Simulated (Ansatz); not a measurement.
Results of LDA (PAW; Ansatz, a quantum-chemistry and plane-wave program) for Na₂MoO₄ (Fddd, No. 70, 14 atoms in the cell; start mp-22730; a measured phase of this formula has another space group).

Run with plane-wave cutoff 500 eV, 8×8×8 k mesh, gaussian smearing 0.02 eV, no spin polarisation, scalar-relativistic PAW data made under PBE.

Cell (relaxed at this level):

Space group Fddd, origin choice 1 (No. 70); a = 6.2498 Å, b = 10.0807 Å, c = 12.4472 Å, α = β = γ = 90.00°

```tsv
atom	site	symmetry	x	y	z
Na	16f	.2.	0.0000	0.1805	0.0000
Mo	8b	222	0.5000	0.5000	0.5000
O	32h	1	0.3404	0.1068	0.0783
```
(The calculation used a cell of 14 atoms; values per cell refer to that cell.)

### Question
Estimate the band gap that the calculation returns.

### Answer

band gap: 4.09 eV (on the SCF k mesh)

Note: the relaxation could not lower the start's symmetry, so the cell can be a saddle point above a distorted one.

Spin–orbit coupling is not included.

The computed numbers hold no vibrational or temperature effects.

Cost on a shared machine: around 9 core-minutes (rough).

A start named mp-… is a Materials Project structure, which need not be a measured phase.
